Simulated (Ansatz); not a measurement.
**The (321) surface of fcc Cu in its 1x1 cell, outermost plane spacing 0.49 Å in the ideal cut**

Method: r2SCAN, at the PBE geometry (plane waves to 500 eV, PAW; Ansatz, a program for electronic structure).

Set-up: 22 atoms, 10.2 Å thick at the start (thin: gaps and levels are the slab's own); mesh 9x7x1; 0.1 eV smearing; dipole correction on; single point; on the structure that PBE left under its start's symmetry; no spin, no spin-orbit, no U.

```
Item                                                        Value
-----------------------------------  ----------------------------
surface energy (mean of both faces)                     1.84 J/m²
work function of the top face                             4.43 eV
cost                                 very roughly 29 core-minutes
```
